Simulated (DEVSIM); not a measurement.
System: Schottky contact on n-type Si, at 300 K.

| layer (left to right) | material | thickness (μm) | Nd (cm⁻³) | τn (s) | τp (s) |
|---|---|---|---|---|---|
| 1 | Si | 1.50 | 6.7e16 | 5.8e-7 | 5.8e-7 |

Left contact: Schottky, work function 4.5 eV, emission velocity 1.1e7 cm/s. Right contact: ohmic. Voltage is applied to the left contact. Recombination: SRH at mid-gap, radiative, Auger. Mobility is μmin + (μ − μmin)/(1 + (N/Nref)^α).

This is a model device: material constants are rounded textbook-type values typed into the input, and sizes, dopings and lifetimes were drawn at random. Values at 300 K.

```tsv
parameter	Si
gap (eV)	1.124
affinity (eV)	4.05
permittivity	11.7
Nc (cm⁻³)	2.86e19
Nv (cm⁻³)	3.1e19
μn (cm²/Vs)	1417
μp (cm²/Vs)	470
μn,min	52
μp,min	45
Nref,n	9.7e16
Nref,p	2.2e17
αn	0.68
αp	0.72
B (cm³/s)	4.7e-15
Cn (cm⁶/s)	2.8e-31
Cp (cm⁶/s)	9.9e-32
```

Simulated with DEVSIM: 1D drift-diffusion, Boltzmann statistics, complete ionisation; no tunnelling, impact ionisation, image-force lowering or self-heating. Metal contacts follow the ideal Schottky-Mott rule: no Fermi-level pinning, no interface dipoles.

Base results: dark forward voltage at 100 A/cm² (V) 0.120; potential step across the device at zero bias (V) 0.293; largest field in the device at zero bias (V/cm) 74000.

Problem. What follows from this one change: metal work function 4.5 → 4.45 eV?

Solution. dark forward voltage at 100 A/cm² 0.120 → 0.072 V; potential step across the device at zero bias 0.293 → 0.243 V; largest field in the device at zero bias 74000 → 67000 V/cm.

Problem. What follows from this one change: doping Nd of layer 1 6.7e+16 → 6.7e+15 cm^-3?

Solution. dark forward voltage at 100 A/cm² 0.120 → 0.139 V; potential step across the device at zero bias 0.293 → 0.234 V; largest field in the device at zero bias 74000 → 21000 V/cm.

Problem. What follows from this one change: metal work function 4.5 → 4.7 eV?

Solution. dark forward voltage at 100 A/cm² 0.120 → 0.319 V; potential step across the device at zero bias 0.293 → 0.493 V; largest field in the device at zero bias 74000 → 98000 V/cm.
